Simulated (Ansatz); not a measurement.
Where the default PAW files enter, the runs use the earlier of Ansatz's two default sets.

Crystal: N2 (P6_3/mmc, not sure to be the ambient phase, 4 atoms a cell, 23.4 Å³ an atom); planes in its conventional cell.

Level of theory: r2SCAN (plane waves, PAW; Ansatz, a program for electronic structure).

The gap is the functional's own. No spin-orbit coupling. Mid-gap values are interpolated on the energy grid.

```csv
plane,area of the cell (Å²),mid-gap κ (1/Å),largest κ in the gap (1/Å)
(100),28.4,0.94,1.01
(110),49.2,(withheld),(withheld)
```

Q: The slowest decay depends on the direction. Supply the withheld values.

A: 
- (110), mid-gap κ (1/Å): 0.91
- (110), largest κ in the gap (1/Å): 0.92
